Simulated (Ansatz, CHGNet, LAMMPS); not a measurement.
**Ladder of methods for the lattice constant a of L1₂ (Cu3Au-type) Ni3Fe**

Reference value: 3.545 Å (measured, temperature not stated, copied from a table, unchecked, not corrected to a static lattice; as tabulated in Mineralogical Magazine 44, 225 (1981)).

Question: What do Lennard-Jones jacobson2022, CHGNet-r²SCAN, LDA, PBE, PBE-D4, r²SCAN, PBE0 give, and how far is each from the reference?

Answer: 
```csv
level (code),value (Å),difference (%)
Lennard-Jones jacobson2022 (LAMMPS),3.525,-0.56
CHGNet-r²SCAN,3.510,-0.99
LDA (Ansatz),3.447,-2.76
PBE (Ansatz),3.544,-0.03
PBE-D4 (Ansatz),3.511,-0.96
r²SCAN (Ansatz),3.515,-0.85
PBE0 (Ansatz),3.558,+0.37
```

Leaving aside Lennard-Jones jacobson2022 (doubt noted below): The reference's temperature isn't stated, so close values are not ranked against it.

The reference isn't brought to a static lattice, while the calculations are for one, so the differences are not the levels' errors alone. A static lattice is as a rule a little smaller than the measured one. Spin-polarised runs: LDA (parallel moments), PBE (parallel moments), PBE-D4 (parallel moments), r²SCAN (parallel moments), PBE0 (parallel moments). Lennard-Jones jacobson2022: the pair parameters belong to the elements and are mixed by rule. Lennard-Jones jacobson2022: pair potentials favour close packing, so symmetry can be all that holds this lattice. Cutoffs and k meshes differ between the levels. Ansatz's density-functional and Hartree–Fock values are scalar-relativistic unless marked +SOC, with PAW data made under PBE.

Empirical potentials (Lennard-Jones jacobson2022) are fitted to chosen data: where that held the value shown, agreement is built in, and what lay outside the fit can be far off. Machine-learned potentials (CHGNet-r²SCAN) are trained on DFT data: a solid inside that data is no test of them.

Differences are worked out from the printed values.

Ansatz is a program for electronic structure.
